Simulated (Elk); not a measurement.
Band structure of BaSrMg₆ (Amm2, 8 atoms in the cell).

```
CELL_PARAMETERS angstrom
      5.38590     0.00000     0.00000
      0.00000     3.63718     6.41578
      0.00000    -3.63718     6.41578
ATOMIC_POSITIONS crystal
  Ba 0.50000 0.66810 0.66810
  Sr 0.50000 0.16814 0.16814
  Mg 0.50000 0.67213 0.16751
  Mg 0.50000 0.16751 0.67213
  Mg 0.00000 0.81384 0.30254
  Mg 0.00000 0.30254 0.81384
  Mg 0.00000 0.35321 0.35321
  Mg 0.00000 0.85452 0.85452
```

Computed with LDA (PW92), all-electron FP-LAPW, Elk's shipped species files, default APW+lo basis run with Elk 10.2.4.

Settings: xctype = 3; rgkmax = 7; stype = 0; swidth = 0.00183747 Ha; ngridk = 3 3 3.

The starting cell comes from a database of computed structures (which also holds hypothetical and non-ambient phases and stackings), without a prior relaxation at this level. Values depend on the basis (sphere radii, cutoffs, local orbitals), which need not be converged.

Levels in eV from the Fermi level, bands 42 to 49:
| point | 42 | 43 | 44 | 45 | 46 | 47 | 48 | 49 |
|---|---|---|---|---|---|---|---|---|
| Γ | -1.26 | -1.14 | -0.67 | -0.44 | -0.44 | 0.38 | 0.90 | 1.17 |
| X | -0.78 | -0.53 | -0.40 | 0.06 | 0.30 | 0.50 | 1.05 | 1.29 |
| S | -0.24 | -0.23 | -0.04 | -0.02 | 0.24 | 0.51 | 0.96 | 1.05 |
| R | -1.81 | -1.43 | -0.49 | -0.39 | 0.86 | 1.03 | 1.04 | 1.25 |
| A | -2.27 | -1.40 | -0.51 | -0.15 | -0.14 | 0.59 | 0.84 | 1.73 |
| Z | -1.52 | -1.42 | -1.15 | -0.49 | -0.45 | -0.34 | 0.39 | 0.54 |
| Y | -0.81 | -0.72 | -0.15 | 0.12 | 0.24 | 0.38 | 0.79 | 1.29 |
| X1 | -0.78 | -0.53 | -0.40 | 0.06 | 0.30 | 0.50 | 1.05 | 1.29 |
| A1 | -2.27 | -1.40 | -0.51 | -0.15 | -0.14 | 0.59 | 0.84 | 1.73 |
| T | -1.97 | -1.40 | -1.18 | -1.08 | -0.21 | 0.44 | 0.64 | 1.12 |

Bands cross the Fermi level along this path, so the cell is metallic at this level.
